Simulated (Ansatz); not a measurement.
The parent structure is AlN in the zinc blende structure (space group F-43m, No. 216; a = 4.378 Å).

All numbers come from Kohn–Sham DFT with the PBEsol functional, run in Ansatz (a program for electronic structure) with PAW and 420 eV plane waves, no SOC.

Before the change:

| Quantity | Value |
|---|---|
| Gap character | indirect, Γ → X |
| Smallest direct gap | 4.06 eV |
| Electron mass | 0.52 mₑ along k, 0.32 mₑ across (at X) |
| Pressure | -0.01 GPa |

One thing is altered: the cell is scaled by 1.0050 in all directions; the atoms relax in the strained cell.

Problem. How does this affect the gap character, smallest direct gap, electron mass and pressure?

Solution. The gap character is still indirect, Γ → X; the smallest direct gap decreases by 0.13 eV to 3.93 eV; the electron mass goes from 0.52 mₑ along k, 0.32 mₑ across (at X) to 0.50 mₑ along k, 0.32 mₑ across (at X); the pressure shrinks by 2.91 GPa (-0.01 GPa → -2.92 GPa).

Effective masses come from finite differences of ±0.01 Å⁻¹. Along k means along the line from Γ to the band edge. No phonon test of stability was made. This is not the structure that AlN has at room temperature and ambient pressure.
